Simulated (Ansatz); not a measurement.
**What x(Y) = 0.375, 8 atoms, Pmm2 does to Lu**

Base system: Lu in the hcp (Mg type) structure (space group P6_3/mmc, No. 194; a = 3.5043 Å, c = 5.4522 Å).

The other end (x = 1) is Y in the hcp (Mg type) structure (space group P6_3/mmc, No. 194): 33.46 Å³/atom, gap zero.

The change: Y replaces 37.5 % of the Lu, ordered in a cell of 8 atoms (starting symmetry Pmm2) and fully relaxed.

The values are results of r2SCAN (Ansatz, a quantum-chemistry and plane-wave program; PAW; 500 eV plane waves; no spin-orbit coupling), not measurements. Γ-centred 13×9×4 mesh, Fermi–Dirac width 0.05 eV, for the changed cell.

The density drops by 2.30 g/cm³, from 10.02 g/cm³ to 7.72 g/cm³ and the band gap stays zero. The deviation of the volume from the linear (Vegard-type) interpolation is +0.1 %.

Final structure:

```
CELL_PARAMETERS angstrom
      3.57347     0.00000     0.00000
      0.00000     5.55314     0.00000
      0.00000     0.00000    12.37176
ATOMIC_POSITIONS crystal
  Lu 0.50000 0.00000 0.91151
  Lu 0.00000 0.00000 0.66890
  Y  0.50000 0.00000 0.42051
  Y  0.00000 0.00000 0.16527
  Lu 0.00000 0.50000 0.83000
  Lu 0.50000 0.50000 0.58665
  Lu 0.00000 0.50000 0.33646
  Y  0.50000 0.50000 0.08071
```

Cost of the whole job for the changed cell (relaxation, final SCF and bands): very roughly 50 core-minutes.

These are small ordered cells, not random alloys; other orderings at the same x differ. Whether these cells are dynamically stable was not tested. The final runs are not spin-polarised. Y3Lu5 has a high density of states at the Fermi level and may be magnetic at this level.
